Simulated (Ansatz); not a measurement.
Take NbN in the rock salt structure (space group Fm-3m, No. 225; a = 4.380 Å) as the base.

Structures relaxed with PBEsol, PAW, 420 eV (Ansatz, a program for electronic structure; without spin-orbit coupling), earlier PAW set.

Base:

Simulated powder pattern, Cu Kα, λ = 1.54184 Å (kinematic, ideal powder, no thermal factors, no anomalous dispersion; the 8 strongest lines at most, above 2 %, up to 2θ = 90°):

| 2θ (°) | I/Imax (%) | hkl |
|---|---|---|
| 35.50 | 100 | (111) |
| 41.22 | 86 | (200) |
| 59.71 | 54 | (220) |
| 71.43 | 41 | (311) |
| 75.14 | 18 | (222) |
| 89.50 | 8.8 | (400) |

After one change:

Simulated powder pattern, Cu Kα, λ = 1.54184 Å (kinematic, ideal powder, no thermal factors, no anomalous dispersion; the 8 strongest lines at most, above 2 %, up to 2θ = 90°):

```tsv
2θ (°)	I/Imax (%)
20.54	7.7
29.21	6.6
35.98	100
41.78	92
46.99	3.7
60.57	56
72.51	40
76.29	18
```

### Question
What was done to the base?
A) x(V) = 0.25, 8 atoms, Pm-3m
B) x(V) = 0.5, 8 atoms, Pmmn
C) x(V) = 0.75, 8 atoms, I4/mmm
D) x(V) = 0.667, 6 atoms, I4/mmm

### Answer
A, x(V) = 0.25, 8 atoms, Pm-3m. Its volume per atom is 10.10 Å³ against 10.50 Å³, and its space group is Pm-3m (No. 221).

The magnetic state is the one reached from the starting moments; the real material's order can differ, and small cells can't hold many antiferromagnetic ones. Each cell is one ordered arrangement of few atoms, which overstates ordering effects compared with a random alloy. No phonon test of stability was made. Seeded moments were not kept for x(V) = 0.5, 8 atoms, Pmmn, x(V) = 0.667, 6 atoms, I4/mmm and x(V) = 0.75, 8 atoms, I4/mmm. Spin-polarised in the final run: Nb3VN4; the other runs are not.
